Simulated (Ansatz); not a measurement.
Data:

```
CELL_PARAMETERS angstrom
      3.49437     0.00000     0.00000
      1.74718     6.68268     0.00000
      0.00000     0.00000     3.60835
ATOMIC_POSITIONS crystal
  Si 0.94052 0.11897 0.75000
  Si 0.05948 0.88103 0.25000
  Si 0.25096 0.49808 0.75000
  Si 0.74904 0.50192 0.25000
  Ti 0.60262 0.79476 0.75000
  Ti 0.39738 0.20524 0.25000
```

No spin polarisation.

All numbers come from PBE (Ansatz, a program for electronic structure, PAW, no spin-orbit coupling). Settings: 14×14×13 k-points, 0.05 eV Fermi–Dirac smearing.

Question: Predict the pressure, band gap and space group.

Answer: 
- Pressure (mean of the normal stresses, compression positive): 2.5 GPa
- Band gap: zero
- Space group: Cmcm (No. 63)

The cells carry an imposed strain or load. No phonon test of stability was made. All final runs are without spin polarisation. The cell was made from TiSi$_{2}$ (space group Cmcm, No. 63) by this change: biaxial strain −1.46 %, plane normal [001], relaxed out of plane.
